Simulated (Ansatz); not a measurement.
SiO2 (P4₁2₁2, No. 92)

All values below come from r²SCAN+rVV10 (Ansatz, a first-principles code, PAW).

Run with plane-wave cutoff 560 eV, 8×8×6 k mesh (along the axes of the cell as run), Fermi–Dirac smearing 0.01 eV, scalar-relativistic PAW data made under PBE.

Cell: relaxed at this level.

```json
{
  "band_gap": "6.35 eV (on the SCF k mesh)",
  "equilibrium_lattice_constant_a": "4.898 Å",
  "c axis length": "6.749 Å"
}
```

Note: the volume lies 5 % below that of the published cell.

Computed values are for the static lattice.

The result took around 11 core-minutes (rough).
